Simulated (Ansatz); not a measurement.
For cubic perovskite CsHgCl₃, LDA in Ansatz (plane waves, PAW) gives:

| Item | Value |
|---|---|
| lattice parameter a | 5.180 Å |
| bulk modulus B0 | 41.4 GPa |
| cohesive energy | 2.82 eV/atom |
| band gap | 0.00 eV |

Task: What does HSE06 (plane waves, PAW; Ansatz, a first-principles code) give for the same quantities?

Result: 
- lattice constant a: 5.342 Å (rises by 3.1 %)
- bulk modulus: 31.9 GPa (decreases by 23 %)
- cohesive energy: 2.25 eV/atom (falls by 0.57 eV/atom)
- band gap: 0.51 eV (goes up by 0.51 eV)

For comparison: lattice constant a 5.41 Å (measured, temperature not stated, no zero-point or thermal correction; as tabulated in Moreira and Dias (2007), arXiv:cond-mat/0703451).

Changes are worked out from the printed values.

Unless a cell is named, each level is at its own relaxed cell (LDA 27.80, HSE06 30.50 Å³/atom).

Levels without +SOC leave out spin–orbit coupling, which shifts energies and cells of such heavy elements.

Spin–orbit coupling is included only where a level's name says +SOC; with heavier elements it mostly lowers gaps and can invert bands. A gap of zero means that the bands touch or overlap. Density-functional gaps are differences of (generalised) Kohn–Sham levels.

Caveats: the relaxation could not lower the start's symmetry, so the cell can be a saddle point above a distorted one (LDA, HSE06). Ansatz's density-functional and Hartree–Fock values are scalar-relativistic unless marked +SOC, with PAW data made under PBE.
